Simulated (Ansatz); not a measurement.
```xyz
3
Lattice="0.0000 3.5205 3.5205 3.5205 0.0000 3.5205 3.5205 3.5205 0.0000" Properties=species:S:1:pos:R:3 pbc="T T T"
Sr     0.0000     0.0000     0.0000
Cl     5.2807     5.2807     5.2807
Cl     1.7602     1.7602     1.7602
```

### Question
List the harmonic phonon frequencies (cm⁻¹; finite displacements on a 3×3×3 mesh, PBE density-functional theory in Ansatz (plane waves, PAW), k mesh 6×6×6) at q = (0.000, 0.000, 0.333), (0.000, 0.000, 0.000), (0.000, 0.333, 0.333), in fractions of this cell's reciprocal vectors. At Γ leave out the LO-TO shift.

### Answer

- (0.000, 0.000, 0.333): 56, 56, 96, 134, 134, 159, 159, 160, 189
- (0.000, 0.000, 0.000): 0, 0, 0, 126, 126, 126, 171, 171, 171
- (0.000, 0.333, 0.333): 54, 54, 106, 106, 107, 124, 176, 176, 206

Ansatz is a program for electronic structure.
